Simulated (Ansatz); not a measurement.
## Response to strain in TiAl

Take TiAl (space group P4/mmm, No. 123) as the base.

```
CELL_PARAMETERS angstrom
      2.81292     0.00000     0.00000
      0.00000     2.81292     0.00000
      0.00000     0.00000     4.05841
ATOMIC_POSITIONS crystal
  Al 0.50000 0.50000 0.50000
  Ti 0.00000 0.00000 0.00000
```

Cartesian axes are those of the cell as printed.

Strains are applied to the cell and any free atomic positions relax; under biaxial strain the out-of-plane vector relaxes too; under stress the whole cell relaxes.

The values are results of Ansatz (a first-principles code), r2SCAN, PAW, cutoff 500 eV, no spin-orbit coupling, not measurements.

Notes on the quantities. pressure: mean of the normal stresses, compression positive.

| case | pressure | shortest interatomic distance | space group |
|---|---|---|---|
| base | 0.0 GPa | 2.813 Å | P4/mmm (No. 123) |
| biaxial strain −4.26 %, plane normal [001], relaxed out of plane | 6.3 GPa | 2.693 Å | P4/mmm (No. 123) |
| biaxial strain −3.22 %, plane normal [001], relaxed out of plane | 4.6 GPa | 2.722 Å | P4/mmm (No. 123) |
| biaxial strain −3.08 %, plane normal [001], relaxed out of plane | ? | 2.726 Å | P4/mmm (No. 123) |
| biaxial strain −1.83 %, plane normal [001], relaxed out of plane | 2.6 GPa | 2.761 Å | P4/mmm (No. 123) |
| biaxial strain +1.05 %, plane normal [001], relaxed out of plane | ? | 2.842 Å | P4/mmm (No. 123) |
| isotropic strain +5.20 % | -13.7 GPa | 2.959 Å | P4/mmm (No. 123) |
| uniaxial strain ε_yy = +3.58 % | ? | 2.813 Å | Pmmm (No. 47) |
| uniaxial strain ε_zz = +5.83 % | -6.1 GPa | 2.813 Å | P4/mmm (No. 123) |
| uniaxial stress, 8 GPa tension along z | – | 2.763 Å | P4/mmm (No. 123) |

**Question.** Some entries are withheld; estimate them.

**Answer.** 
- biaxial strain −3.08 %, plane normal [001], relaxed out of plane, pressure: 4.4 GPa
- biaxial strain +1.05 %, plane normal [001], relaxed out of plane, pressure: -1.3 GPa
- uniaxial strain ε_yy = +3.58 %, pressure: -3.9 GPa

Without a gap, meshes like the base's 16×16×12 leave anisotropic stresses uncertain by several tenths of a GPa, and small strain energies with them. Beyond what the load breaks, stability against distortions was not tested. All final runs are without spin polarisation.
